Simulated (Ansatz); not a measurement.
# ZrN: response to strain

Base system: ZrN in the rock salt structure (space group Fm-3m, No. 225; relaxed with 0.1 eV smearing).

```
ZrN
1.0
    0.00000     2.27627     2.27627
    2.27627     0.00000     2.27627
    2.27627     2.27627     0.00000
N Zr
1 1
Direct
  0.00000   0.00000   0.00000
  0.50000   0.50000   0.50000
```

Cartesian axes are those of the cell as printed.

Strains are applied to the cell and any free atomic positions relax; under biaxial strain the out-of-plane vector relaxes too.

Calculations: PBEsol (Ansatz, a program for electronic structure; PAW; 420 eV plane waves; without spin-orbit coupling).

Notes on the quantities. pressure: mean of the normal stresses, compression positive; energy relative to the base: free energy F.

| variant | shortest interatomic distance | space group | pressure | energy relative to the base |
|---|---|---|---|---|
| base | 2.276 Å | Fm-3m (No. 225) | 0.0 GPa | 0 meV/atom |
| biaxial strain −0.82 %, plane normal [001], relaxed out of plane | 2.258 Å | I4/mmm (No. 139) | 3.8 GPa | +3.3 meV/atom |
| biaxial strain −1.13 %, plane normal [110], relaxed out of plane | 2.251 Å | Immm (No. 71) | 4.1 GPa | +5.1 meV/atom |
| biaxial strain +1.21 %, plane normal [111], relaxed out of plane | 2.287 Å | R-3m (No. 166) | -3.6 GPa | +4.9 meV/atom |
| isotropic strain −1.10 % | 2.251 Å | Fm-3m (No. 225) | 9.6 GPa | +11 meV/atom |
| uniaxial strain ε_xx = −5.89 % | 2.142 Å | I4/mmm (No. 139) | 21.3 GPa | +95 meV/atom |

No phonon test of stability was made. The final runs are not spin-polarised. An odd electron count without spin: ZrN.
